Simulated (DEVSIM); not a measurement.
System: illuminated Si n-on-p cell, one wavelength, with a back-surface field, at 300 K.

Layer 1 from the left is Si, thickness (μm) 0.230, Nd (cm⁻³) 1.5e18, τn (s) 4.5e-7, τp (s) 1.7e-6, absorption coefficient (cm⁻¹) 780. Layer 2 from the left is Si, thickness (μm) 110, Na (cm⁻³) 1.6e15, τn (s) 7.2e-6, τp (s) 7.2e-6, absorption coefficient (cm⁻¹) 780. Layer 3 from the left is Si, thickness (μm) 0.820, Na (cm⁻³) 1e18, τn (s) 7.2e-6, τp (s) 7.2e-6, absorption coefficient (cm⁻¹) 780.

Left contact: ohmic, minority hole recombination velocity 8e6 cm/s. Right contact: ohmic, minority electron recombination velocity 10000 cm/s. Voltage is applied to the left contact. Recombination: SRH at mid-gap, radiative, Auger. Light enters at the left, 2.9e16 photons cm⁻² s⁻¹, one pass, no reflection. Mobility is constant in doping.

Constants are typed, rounded textbook-type inputs, not results; the design itself was drawn at random and stands for no fabricated device. Values at 300 K.

Si: gap (eV) 1.124, affinity (eV) 4.05, permittivity 11.7, Nc (cm⁻³) 2.86e19, Nv (cm⁻³) 3.1e19, μn (cm²/Vs) 1417, μp (cm²/Vs) 470, B (cm³/s) 4.7e-15, Cn (cm⁶/s) 2.8e-31, Cp (cm⁶/s) 9.9e-32.

Model (solved in DEVSIM): 1D drift-diffusion, Boltzmann statistics, complete ionisation; no tunnelling, impact ionisation, image-force lowering or self-heating.

Dark forward current:

```tsv
|V| (V)	|J| (A/cm²)
0.05	1.727e-9
0.10	6.746e-9
0.15	2.434e-8
0.20	9.927e-8
0.25	4.866e-7
0.30	2.795e-6
0.35	1.769e-5
0.40	0.0001176
0.45	0.0007970
0.50	0.005368
0.55	0.03317
0.60	0.1561
0.65	0.5615
0.70	1.859
0.75	5.974
0.80	18.59
0.85	54.59
0.90	142.8
0.95	318.6
1.00	608.7
1.05	1024
1.10	1564
1.15	2221
```

Q: Work out the local ideality factor n = ΔV / (kT/q · ln(J2/J1)) between the rows 0.15 and 0.20 V, 0.40 and 0.45 V, 1.10 and 1.15 V.

A: kT/q = 25.85 mV. From 0.15 to 0.20 V: ln(9.927e-8/2.434e-8) = 1.406, n = 1.38. From 0.40 to 0.45 V: ln(0.0007970/0.0001176) = 1.914, n = 1.01, near the 1 of diffusion or emission over a barrier. From 1.10 to 1.15 V: ln(2221/1564) = 0.351, n = 5.52.

Q: What current could the absorbed light give at most, and what share is collected?

A: Σ αd = 8.66, so qΦ(1 − exp(−Σ αd)) = 4.65 mA/cm². The simulated short-circuit current is 4.434 mA/cm², a share of 0.95.

Q: Estimate the open-circuit voltage by superposition: the voltage at which the dark current equals that short-circuit current.

A: Interpolating ln J in the table gives 0.495 V. The simulation gives 0.495 V, the same within the digits that matter. Superposition holds where collection doesn't change with voltage.

Q: Estimate the fill factor from FF0 = (v − ln(v + 0.72))/(v + 1), v = qVoc/(nkT), with n from the dark curve.

A: The rows about Voc, 0.45 and 0.50 V, give n = 1.01, so v = 18.9 and FF0 = 0.800. The simulation gives 0.800, the same within the digits that matter.
